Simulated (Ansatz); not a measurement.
Consider Al2Pt (space group Fm-3m, No. 225; a = 5.897 Å; relaxed with 0.1 eV smearing). Axes: x, y, z lie along the cube axes.

The values are results of PBEsol, PAW, 420 eV (Ansatz, a first-principles code; no spin-orbit coupling), not measurements.

The change: the cell is stretched by 1.50 % along z with no lateral relaxation, atoms relaxed at fixed cell.

Task: Predict the stress tensor and what it implies for the stiffness.

Result: Stress of the strained cell less that of the base (GPa, compression positive):
```
   -1.7     0.0     0.0
    0.0    -1.7     0.0
    0.0     0.0    -2.7
```

Then −Δσ_ii/ε with ε = 0.0150 gives secant stiffness values (nonlinear terms included at this strain): C33 ≈ 178 GPa, C13 ≈ 111 GPa and C23 ≈ 111 GPa.

No phonon test of stability was made. The final runs are not spin-polarised.
